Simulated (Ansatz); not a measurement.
Ti2SnC, treated with LDA (PAW; Ansatz, a quantum-chemistry and plane-wave program).

Settings: plane-wave cutoff 520 eV, 18×18×4 k mesh (along the axes of the cell as run), Fermi–Dirac smearing 0.03 eV, no spin polarisation, scalar-relativistic PAW data made under PBE.

Starting structure:

```
SnTi2C
1.0
    3.17017     0.00000     0.00000
   -1.58509     2.74545     0.00000
    0.00000     0.00000    13.69520
Ti Sn C
4 2 2
Cartesian
  0.00000   1.83030   1.11397
  1.58509   0.91515  12.58123
  1.58509   0.91515   7.96157
  0.00000   1.83030   5.73363
  0.00000   1.83030  10.27140
  1.58509   0.91515   3.42380
  0.00000   0.00000   0.00000
  0.00000   0.00000   6.84760
```

Problem. Into what structure does the relaxation of cell and atoms lead at this level, with the symmetry of the start kept?

Solution. The volume shrinks by 4.9 %; final space group P6_3/mmc.
```
SnTi2C
1.0
    3.11314     0.00000     0.00000
   -1.55657     2.69606     0.00000
    0.00000     0.00000    13.49927
Ti Sn C
4 2 2
Direct
  0.33333   0.66667   0.08142
  0.66667   0.33333   0.91858
  0.66667   0.33333   0.58142
  0.33333   0.66667   0.41858
  0.33333   0.66667   0.75000
  0.66667   0.33333   0.25000
  0.00000   0.00000   0.00000
  0.00000   0.00000   0.50000
```

Note: the relaxation could not lower the start's symmetry, so the cell can be a saddle point above a distorted one.
